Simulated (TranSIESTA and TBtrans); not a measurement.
# Pb chain with one bond stretched by 1.5 Å

System: Pb chain with one bond stretched by 1.5 Å. Leads: straight Pb chain, spacing 2.85 Å. Geometry: as built, not relaxed.

Computed with TranSIESTA and TBtrans, PBE, DZP numerical orbitals (energy shift 0.15 eV), PseudoDojo norm-conserving scalar-relativistic potentials, mesh cutoff 200 Ry, 300 K, no spin polarisation, no spin-orbit coupling; self-consistent non-equilibrium Green functions.

| Item | Result |
|---|---|
| Conductance at 300 K (G0 = 2e²/h) | 0.78 |
| Mean T from −0.5 to 0.5 eV | 0.67 |

Energies count from the leads' Fermi level. Transmissions are for one spin of a degenerate pair. The energy step is 0.01 eV; narrower resonances are cut or missed.

```
E (eV)     T  lead channels
------  ----  -------------
-2.00   0.14              1
-1.90   0.16              1
-1.80   0.18              1
-1.70   0.20              1
-1.60   0.22              1
-1.50   0.23              1
-1.40   0.25              1
-1.30   0.26              1
-1.20   0.28              1
-1.10   0.29              1
-1.00   0.30              1
-0.90   0.32              1
-0.80   0.33              1
-0.70   0.35              3
-0.60   0.38              3
-0.50   0.43              3
-0.40   0.50              3
-0.30   0.59              3
-0.20   0.68              3
-0.10   0.75              3
0.00    0.78              3
0.10    0.77              3
0.20    0.74              3
0.30    0.71              3
0.40    0.68              3
0.50    0.65              3
0.60    0.64              3
0.70    0.62              3
0.80    0.62              3
0.90    0.62              3
1.00    0.62              3
1.10    0.62              3
1.20    0.63              3
1.30    0.63              3
1.40    0.64              3
1.50    0.65              3
1.60    0.67              3
1.70    0.68              3
1.80    0.69              3
1.90    0.70              3
2.00    0.71              3
```

The straight chain is held at its spacing; free chains may zigzag or dimerise. No spin-polarised start was tried, so a magnetic state, if there is one, is missed. Spin-orbit coupling, left out here, matters for the heavy atoms.
